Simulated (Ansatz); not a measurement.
What isotropic strain −2.00 % does to GaP

The parent structure is GaP in the zinc blende structure (space group F-43m, No. 216; a = 5.506 Å).

Modification: an isotropic linear strain of −2.00 %, atoms relaxed at fixed cell.

Method: PBE (Ansatz, an electronic-structure program, PAW, spin-orbit coupling left out). Settings: 10×10×10 k-points, 0.05 eV Fermi–Dirac smearing.

```tsv
quantity	base	changed	shift
space group	F-43m (No. 216)	F-43m (No. 216)	–
energy relative to the base (free energy F)	0 meV/atom	+19 meV/atom	+19 meV/atom
pressure	0.01 GPa	5.34 GPa	+5.336 GPa
band gap	1.58 eV	1.54 eV	-0.04 eV
gap character	direct at Γ	indirect, Γ → Γ–X (87 % along)	–
smallest direct gap	1.58 eV	2.08 eV	+0.50 eV
width of the top valence band	3.28 eV	3.57 eV	+0.29 eV
electron mass	0.10 mₑ (at Γ)	1.1 mₑ along k, 0.23 mₑ across (off the special points)	–
hole mass (degenerate bands, along [100])	0.098, 0.40, 0.40 mₑ (at Γ)	0.12, 0.37, 0.37 mₑ (at Γ)	–
valley order (the lowest conduction-band minima on the path, energy above the VBM, named in the base's zone)	Γ 1.58 eV; L along ⟨111⟩ 1.58 eV; a point along ⟨100⟩, about 1.0 Å⁻¹ from Γ 1.64 eV	a point along ⟨100⟩, about 1.0 Å⁻¹ from Γ 1.54 eV; L along ⟨111⟩ 1.77 eV; Γ 2.08 eV	–
```

Masses are band curvatures over ±0.01 Å⁻¹ around the edge. Along k means along the line from Γ to the band edge. No phonon test of stability was made. The real GaP has an indirect gap at ambient pressure; PBE orders its close-lying valleys differently.
